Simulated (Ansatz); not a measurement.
A computed series for K: pressure series

The reference is K in the bcc (W type) structure (space group Im-3m, No. 229; a = 5.279 Å).

Cell and atoms are relaxed at each pressure.

The values are results of PBE/PAW in Ansatz (an electronic-structure program), without spin-orbit coupling, earlier PAW set, not measurements.

Two rows of this table had their results exchanged by mistake.

```tsv
pressure	volume per atom (Å³)	shortest distance (Å)	band gap
pressure 0.3 GPa	68.58	4.466	zero
pressure 0.7 GPa	63.62	4.356	zero
pressure 1.5 GPa	43.65	3.842	zero
pressure 3 GPa	49.60	4.009	zero
pressure 5 GPa	57.02	4.200	zero
pressure 7.5 GPa	38.89	3.697	zero
pressure 10 GPa	35.54	3.588	zero
```

Question: Which two?

Answer: The rows for pressure 1.5 GPa and pressure 5 GPa: the volume has to fall steadily with pressure, so 57.02 Å³ belongs to pressure 1.5 GPa and 43.65 Å³ to pressure 5 GPa.

Load acts through the strain it causes; cell and atoms are relaxed under it. No phonon test of stability was made. No other phases were tried under pressure.
